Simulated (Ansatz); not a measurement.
InP (I-4m2), Ansatz (a first-principles code) with r2SCAN with spin-orbit coupling, rigid bands: Condition of this run: biaxial stress in (001) of 1 GPa (compression positive) (the target of the relaxation). band gap 1.11 eV, N_c = 6.57e17 cm⁻³ and N_v = 1.20e19 cm⁻³ at 300 K, conductivity masses along y (a = (0.00, 2.91, 2.97) Å; b = (2.91, 0.00, 2.97) Å; c = (2.91, 2.91, 0.00) Å) of 0.0915 mₑ (electrons) and 0.439 mₑ (holes). Take k_BT = 0.02585 eV.

Problem. What thermal injection velocity √(2k_BT/πm) limits a ballistic channel along the direction named?

Solution. 1.78e7 cm/s for electrons and 8.12e6 cm/s for holes, a ratio of √(m_h/m_e) = 2.19, for dilute carriers.

Problem. Find the intrinsic carrier density and the intrinsic Fermi level.

Solution. n_i = √(N_c N_v) exp(−E_g/2k_BT) = 2.81e18 × exp(−21.47) = 1.3e9 cm⁻³. The level lies (k_BT/2) ln(N_v/N_c) = 38 meV from mid-gap (positive towards the conduction band). Each 0.1 eV added to the gap lowers n_i by a factor of 6.9.

Problem. What built-in voltage has an abrupt junction with N_A = 1e17 and N_D = 1e17 cm⁻³, all dopants ionised?

Solution. V_bi = E_g/e − (k_BT/e) ln(N_c N_v/(N_A N_D)) = 1.11 − 0.02585 × 6.67 = 0.94 V. It follows the computed gap one for one.

Rigid, parabolic bands with the computed gap; masses take one relaxation time for all states. Geometry: cell and atoms relaxed with PBEsol.
